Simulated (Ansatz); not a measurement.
Worked example: self-consistent single point of In2Se3 (P1, 5 atoms in the cell) in Ansatz (a program for electronic structure).

Method: PBEsol, default PAW files made with PBE (plane waves; Ansatz).

```xyz
5
Lattice="3.9635 0.0000 0.0000 1.9801 3.4337 0.0000 0.0164 0.0283 9.8345" Properties=species:S:1:pos:R:3 pbc="T T T"
In     1.9954     1.1703     8.0196
In     3.9646     2.2916     1.8649
Se     0.0000     0.0000     0.0000
Se     1.9827     1.1463     3.1829
Se     3.9773     2.3156     6.6516
```

Reference input (self-consistent single point, DFT, PBEsol, plane waves, default PAW files made with PBE): basis.ecutwfc = 420 eV; kpoints.mp_grid.grid = 6 6 2; hamiltonian.xc = pbesol; hamiltonian.pseudopotentials = {kind: paw} (the program's default PAW files); scf.occupations.method = gaussian; scf.occupations.width = 0.2 eV. This run's input differs from it in these lines:

Ansatz 0.2 input:
```diff
@@ -15,3 +15,3 @@
 kpoints:
-  mp_grid: { grid: [6, 6, 2] }
+  mp_grid: { grid: [5, 5, 2] }
 hamiltonian:
```

The program printed (abridged):

```
SCF iter   1: F=—  HF=-27325.756376 eV  |F-HF|=—  |Δ(HF+E_count)|=         —  Δρ=3.27e-3  dr2=1.82e-2  ethr=1.77e-3  ⟨swp⟩=7.0  Hψ=4544  notcnv=0
all-band conjugate gradients solve this SCF's bands
preconditioner: auto → LDOS
SCF iter   2: F=—  HF=-27325.752672 eV  |F-HF|=—  |Δ(HF+E_count)|=   3.70e-3  Δρ=2.33e-3  dr2=1.61e-2  ethr=2.45e-5  ⟨swp⟩=2.3  Hψ=2304  notcnv=0
SCF iter   3: F=—  HF=-27325.747668 eV  |F-HF|=—  |Δ(HF+E_count)|=   5.00e-3  Δρ=3.85e-4  dr2=1.02e-3  ethr=2.17e-5  ⟨swp⟩=3.0  Hψ=2147  notcnv=0
SCF iter   4: F=—  HF=-27325.747487 eV  |F-HF|=—  |Δ(HF+E_count)|=   1.81e-4  Δρ=1.09e-4  dr2=1.37e-5  ethr=1.38e-6  ⟨swp⟩=2.0  Hψ=1293  notcnv=0
SCF iter   5: F=—  HF=-27325.747493 eV  |F-HF|=—  |Δ(HF+E_count)|=   5.96e-6  Δρ=2.40e-5  dr2=6.12e-7  ethr=1.85e-8  ⟨swp⟩=2.0  Hψ=2072  notcnv=0
SCF iter   6: F=-27325.747493 eV  HF=-27325.747493 eV  |F-HF|=1.83e-8  |Δ(HF+E_count)|=   5.45e-8  Δρ=6.41e-6  dr2=4.60e-8  ethr=1.35e-10  ⟨swp⟩=9.8  Hψ=5595  notcnv=0
SCF 1 converged in 6 iterations: F = -27325.747493 eV  dr2 = 4.60e-8
Free energy (F): -27325.747493 eV
Internal energy: -27325.735633 eV  (E = F + TS)
E sigma→0 (E₀):  -27325.741563 eV
Entropy (-TS):   -0.011861 eV (-2.372 meV/atom)
Fermi energy:    7.322400 eV
--- Forces (eV/Å), atoms counted from 1 ---
  atom   1  In     0.00309579     0.00374480    -0.25598984
  atom   2  In    -0.00276062    -0.00346423    -0.08883157
  atom   3  Se    -0.00045277    -0.00046712     0.08366032
  atom   4  Se     0.00141563     0.00190600     0.07373069
  atom   5  Se    -0.00129786    -0.00171944     0.18742025
--- Stress (GPa, compression-positive) ---
       -0.583091       0.006266      -0.004321
        0.006266      -0.584951      -0.006029
       -0.004321      -0.006029      -0.419533
  P = ⅓ Tr σ = -0.5292 GPa (-5.292 kbar)
  The stress holds the Pulay correction. Without it, at fixed plane waves, as pw.x and ABINIT print it: P = -0.5589 GPa
```

The run converged in 6 iterations. Against the reference run the free energy goes up by 7.6 meV/atom, the pressure hardly changes (-0.61 to -0.53 GPa) and the largest force goes from 0.227 to 0.256 eV/Å.

The starting cell comes from a database of computed structures (which also holds hypothetical and non-ambient phases and stackings), without a prior relaxation at this level. Its lattice was rescaled by up to half a per cent. One atom was moved a little off its site on purpose. Ansatz's pressure includes its estimate of the finite-basis (Pulay) stress. A gap is left out here, as mesh or smearing make it unsure.
